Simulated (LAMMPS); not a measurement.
Melts of Au (fcc) with 75 % of Au sites Ni cooled to 300 K at several rates.

Method: classical MD, pair style eam, the elements' _u3.eam files (universal-3 set of Foiles, Baskes and Daw), run in LAMMPS.

```tsv
cooling rate (K/s)	energy above the crystal	state	density	coordination number of Au by Ni	rough cost
1e+12	0.031 eV/atom	glass	11.9 g/cm³ (one sample)	11.0 (counted to 3.54 Å)	40 core-minutes
1e+13	0.035 eV/atom	glass	11.9 g/cm³ (one sample)	10.8 (counted to 3.54 Å)	9 core-minutes
1e+14	0.038 eV/atom	glass	11.9 g/cm³ (one sample)	11.1 (counted to 3.54 Å)	5 core-minutes
```

Costs are rough and include melting and analysis.
